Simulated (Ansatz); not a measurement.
Given:

```yaml
crystal:
  lattice:
    - [3.27711, 0.00000, 0.00000]
    - [-1.63855, 2.83806, 0.00000]
    - [0.00000, 0.00000, 12.73180]
  atoms:
    - { symbol: Mo, position: [0.33333, 0.66667, 0.25000] }
    - { symbol: Mo, position: [0.66667, 0.33333, 0.75000] }
    - { symbol: Se, position: [0.33333, 0.66667, 0.61845] }
    - { symbol: Se, position: [0.66667, 0.33333, 0.11845] }
    - { symbol: Se, position: [0.66667, 0.33333, 0.38155] }
    - { symbol: Se, position: [0.33333, 0.66667, 0.88155] }
```

No spin polarisation.

Hole doping at 5.0×10^21 cm⁻³ (0.592 per cell), with a uniform compensating background at fixed cell and a 300 K Fermi–Dirac width.

Method: PBE-D3(BJ) (Ansatz, a program for electronic structure, PAW, spin-orbit coupling left out). Γ-centred 16×16×4 mesh, Fermi–Dirac width 0.0259 eV.

Q: Predict the gap between the host's bands.

A: 0.77 eV.

Q: What is the computed Fermi level relative to the doped band's edge (positive inside the band; to 0.05 eV)?

A: +0.60 eV.

Q: What is the computed gap character?

A: Indirect, Γ → k = (0.188, 0.188, 0) in the run's primitive reciprocal basis.

Charged cell with a jellium background: band edges are those of the host's band count, energies are not comparable with the neutral cell, and many-body gap narrowing is missing. Whether these cells are dynamically stable was not tested. The cell was made from MoSe₂ in the 2H-MoS2 type structure (space group P6_3/mmc, No. 194; layered, stacked along the Cartesian z axis) by this change: holes 5.0×10^21 cm⁻³.
